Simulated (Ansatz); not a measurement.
## Hypothetical diamond Zr, response to strain

Take Zr in the diamond structure (space group Fd-3m, No. 227; a hypothetical phase, not in the database extracts checked; relaxed with 0.1 eV smearing) as the base.

```yaml
crystal:
  lattice:
    - [0.00000, 3.07109, 3.07109]
    - [3.07109, 0.00000, 3.07109]
    - [3.07109, 3.07109, 0.00000]
  atoms:
    - { symbol: Zr, position: [0.25000, 0.25000, 0.25000] }
    - { symbol: Zr, position: [0.00000, 0.00000, 0.00000] }
```

Cartesian axes are those of the cell as printed.

Strains are applied to the cell and any free atomic positions relax; under biaxial strain the out-of-plane vector relaxes too.

Calculations: PBEsol in Ansatz (plane waves to 420 eV, PAW, scalar-relativistic without spin-orbit coupling).

Notes on the quantities. energy relative to the base: free energy F; pressure: mean of the normal stresses, compression positive.

```csv
change,energy relative to the base,space group,pressure,shortest interatomic distance
base,0 meV/atom,Fd-3m (No. 227),0.0 GPa,2.660 Å
"biaxial strain +0.28 %, plane normal [110], relaxed out of plane",–,Cmmm (No. 65),28.3 GPa,2.178 Å
isotropic strain −1.97 %,+12 meV/atom,Fd-3m (No. 227),2.5 GPa,2.607 Å
isotropic strain +5.77 %,+90 meV/atom,Fd-3m (No. 227),-4.7 GPa,2.813 Å
tensor shear ε_xz = +2.29 %,-100 meV/atom,Imma (No. 74),0.9 GPa,2.465 Å
```

A biaxial case was relaxed in a doubled cell and then solved in the primitive one. Stability against distortions was not tested. All final runs are without spin polarisation. Under biaxial strain +0.28 %, plane normal [110], relaxed out of plane and tensor shear ε_xz = +2.29 % the cell ends below the base's energy or with stress of the wrong sign: the atoms slid into a distortion or the cell is elastically unstable, so the base is not a stable minimum at this level. Zr has a high density of states at the Fermi level and may be magnetic at this level.

Ansatz is a program for electronic structure.
